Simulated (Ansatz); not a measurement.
Cu: response to strain

The reference is Cu in the fcc (Cu type) structure (space group Fm-3m, No. 225; a = 3.518 Å; relaxed with 0.1 eV smearing). Axes: x, y, z lie along the cube axes.

Strains are applied to the cell and any free atomic positions relax; under biaxial strain the out-of-plane vector relaxes too.

The values are results of LDA (Ansatz, a program for electronic structure), no spin-orbit coupling, not measurements.

```json
[
 {"biaxial strain, plane normal [111], relaxed out of plane (%)": "-2.5", "out-of-plane strain (%)": "1.89"},
 {"biaxial strain, plane normal [111], relaxed out of plane (%)": "-2.08", "out-of-plane strain (%)": "1.57"},
 {"biaxial strain, plane normal [111], relaxed out of plane (%)": "-1.67", "out-of-plane strain (%)": "1.25"},
 {"biaxial strain, plane normal [111], relaxed out of plane (%)": "-1.25", "out-of-plane strain (%)": "?"},
 {"biaxial strain, plane normal [111], relaxed out of plane (%)": "-0.83", "out-of-plane strain (%)": "0.62"},
 {"biaxial strain, plane normal [111], relaxed out of plane (%)": "-0.42", "out-of-plane strain (%)": "0.31"},
 {"biaxial strain, plane normal [111], relaxed out of plane (%)": "0", "out-of-plane strain (%)": "0.00"}
]
```

Task: Fit ε⊥ = −νε + γε² (strains in %) to the rows shown and predict the withheld row.

Result: Least squares on the printed values gives ν = 0.74 (the biaxial Poisson response) and γ = 0.007 (largest residual 0.00 %); this predicts 0.93 %, and the run gives 0.94 %, in agreement.

Whether these cells are dynamically stable was not tested. All final runs are without spin polarisation.
